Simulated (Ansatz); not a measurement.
Effect of isotropic strain −3.00 % on GaN

Consider GaN in the zinc blende structure (space group F-43m, No. 216; a = 4.498 Å).

Perturbation: every lattice vector is shortened by 3.00 %, atoms relaxed at fixed cell.

The values are results of PBEsol/PAW in Ansatz (an electronic-structure program), without spin-orbit coupling, not measurements. Settings: 13×13×13 k-points, 0.05 eV Fermi–Dirac smearing.

- Volume per atom: 10.38 Å³ (base 11.38 Å³)
- Space group: F-43m (No. 216) (base F-43m (No. 216))
- Shortest interatomic distance: 188.9 pm (base 194.8 pm)
- Energy relative to the base (free energy F): +60 meV/atom
- Pressure: 210.1 kbar (base 0.0 kbar)
- Band gap: 2.28 eV (base 1.70 eV)
- Gap character: direct at Γ (base direct at Γ)
- Mean gap deformation potential ΔEg/Δln V: -6.3 eV
- Width of the top valence band: 4.19 eV (base 3.72 eV)
- Electron mass: 0.20 mₑ (at Γ) (base 0.15 mₑ (at Γ))
- Hole mass (degenerate bands, along [100]): 0.20, 0.82, 0.82 mₑ (at Γ) (base 0.16, 0.86, 0.86 mₑ (at Γ))
- Valley order (the lowest conduction-band minima on the path, energy above the VBM, named in the base's zone): Γ 2.28 eV; X along ⟨100⟩ 3.24 eV (base Γ 1.70 eV; X along ⟨100⟩ 3.22 eV)

Cost of the whole job for the changed cell (relaxation, final SCF and bands): very roughly 10 core-seconds.

Masses are band curvatures over ±0.01 Å⁻¹ around the edge. Stability against distortions was not tested. This is not the structure that GaN has at room temperature and ambient pressure.
